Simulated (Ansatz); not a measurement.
The starting structures come from a database of crystals and need not be the phases stable at ambient conditions.

Tunnelling through a barrier is set by its complex band structure: the current falls as exp(−2κd) with the smallest κ.

Given:

```yaml
crystal:
  lattice:
    - [5.82327, 0.00000, 0.00000]
    - [0.00000, 7.54490, 0.00000]
    - [0.00000, -2.34617, 5.46797]
  atoms:
    - { symbol: Sr, position: [0.75000, 0.18584, 0.09292] }
    - { symbol: Sr, position: [0.25000, 0.81416, 0.90708] }
    - { symbol: Bi, position: [0.75000, 0.85418, 0.42709] }
    - { symbol: Bi, position: [0.25000, 0.14582, 0.57291] }
    - { symbol: I, position: [0.75000, 0.51020, 0.75510] }
    - { symbol: I, position: [0.25000, 0.48980, 0.24490] }
    - { symbol: O, position: [0.50000, 0.00000, 0.26727] }
    - { symbol: O, position: [0.50000, 0.00000, 0.73273] }
    - { symbol: O, position: [0.00000, 0.00000, 0.73273] }
    - { symbol: O, position: [0.00000, 0.00000, 0.26727] }
```

Space group of this cell: Cmcm. The cell is taken as given; by r2SCAN its mean pressure is -2.1 GPa.

Transport runs along the normal of the first two printed cell vectors.

The gap is the functional's own, uncorrected, and κ follows it; spin-orbit coupling is left out. Mid-gap values are interpolated between the computed energies.

Q: State the band gap and the smallest decay constant κ at mid-gap according to r2SCAN (Ansatz, a first-principles code).

A: Gap 3.34 eV on a 6×6×6 mesh; κ = 0.352 1/Å, at the zone centre.
